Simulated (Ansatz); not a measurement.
Base system: Sn in the diamond structure (space group Fd-3m, No. 227).

```
CELL_PARAMETERS angstrom
      0.00000     3.28324     3.28324
      3.28324     0.00000     3.28324
      3.28324     3.28324     0.00000
ATOMIC_POSITIONS crystal
  Sn 0.00000 0.00000 0.00000
  Sn 0.25000 0.25000 0.25000
```

Cartesian axes are those of the cell as printed.

Calculations: r2SCAN in Ansatz (plane waves to 500 eV, PAW, no SOC).

Before the change:

```
Quantity           Result
---------------  --------
Volume per atom  35.39 Å³
Pressure          0.0 GPa
```

Perturbation: compressive biaxial strain of 0.50 % in the plane normal to [001], as in epitaxy on a mismatched substrate; the out-of-plane cell vector and the atoms relax.

Predict the new volume per atom.

The volume per atom decreases by 0.19 Å³, from 35.39 Å³ to 35.20 Å³.

What happens to the pressure?

The pressure (mean of the normal stresses, compression positive) goes from zero to 0.2 GPa.

Stability against distortions was not tested.

Ansatz is a first-principles code.
